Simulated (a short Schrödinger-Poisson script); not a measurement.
Stack: MOS inversion layer, SiO2 on p-type Si(100), at 300 K.

```tsv
layer	material	thickness (nm)	Na (cm⁻³)
1	SiO2	1.6	-
2	Si	620	4.8e17
```

Constants are typed, rounded textbook-type inputs, not results; the design itself was drawn at random and stands for no fabricated device. SiO2: permittivity 3.9, conduction-band edge (eV) 3.15, gap (eV) 9, electron mass (mₑ) 0.5. Si: permittivity 11.7, conduction-band edge (eV) 0, gap (eV) 1.124, Nv at 300 K (cm⁻³) 3.1e19.

Channel valleys (confinement mass, in-plane density-of-states mass, number): Δ2 0.916, 0.19, 2; Δ4 0.19, 0.417, 4. At the gate the conduction-band edge of layer 1 lies 3.29 eV − eVg above the Fermi level of the channel; the field vanishes at the back. Gaps are held at their typed values at every temperature. Mesh 0.03 nm at interfaces.

From a short Schrödinger-Poisson script (our own, NumPy): 1D Poisson equation in equilibrium, electrons quantum, Hartree (BenDaniel-Duke, 12 states a valley, the channel's in-plane mass for all, wave functions free to enter the dielectric), parabolic valleys, classical holes, full ionisation, no traps, pinning or gate leakage.

The same stack at other levels of the model or other numerical settings:

```tsv
run	sheet density of all electrons at Vg = 1.05 V (cm⁻²)	sheet density of all electrons at Vg = 0.45 V (cm⁻²)	capacitance at Vg = 1.05 V (μF/cm²)	centroid of the channel electrons at Vg = 1.05 V (nm)	rough cost against the base
base	6.91e12	9.21e11	1.73	1.43	about 1
electrons treated as classical, Boltzmann	8.82e12	1.64e12	2.02	0.41	0.03
electrons treated as classical, Fermi-Dirac	8.37e12	1.59e12	1.90	0.57	0.2
mesh six times as coarse	6.89e12	9.14e11	1.72	1.43	0.2
one subband a valley	6.90e12	9.09e11	1.73	1.40	0.4
```

The classical rows ignore confinement, and Boltzmann statistics overrate the density once the band edge passes the Fermi level.
